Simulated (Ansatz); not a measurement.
The structure below was relaxed with plane-wave PAW DFT at the PBE level (Ansatz, a quantum-chemistry and plane-wave program, 420 eV), no spin-orbit coupling.

```
CELL_PARAMETERS angstrom
      0.00000     2.12346     2.12346
      2.12346     0.00000     2.12346
      2.12346     2.12346     0.00000
ATOMIC_POSITIONS crystal
  N  0.00000 0.00000 0.00000
  Ti 0.50000 0.50000 0.50000
```

Problem. Find the space group and the Wyckoff positions.

Solution. Space group Fm-3m (No. 225); a = 4.2469 Å, b = 4.2469 Å, c = 4.2469 Å, α = 90.00°, β = 90.00°, γ = 90.00°

```
atom  site  symmetry       x       y       z
----  ----  --------  ------  ------  ------
N       4a      m-3m  0.0000  0.0000  0.0000
Ti      4b      m-3m  0.5000  0.5000  0.5000
```

Stability against distortions was not tested. The final runs are not spin-polarised. An odd electron count without spin: TiN. The cell was made from VN by this change: V → Ti.
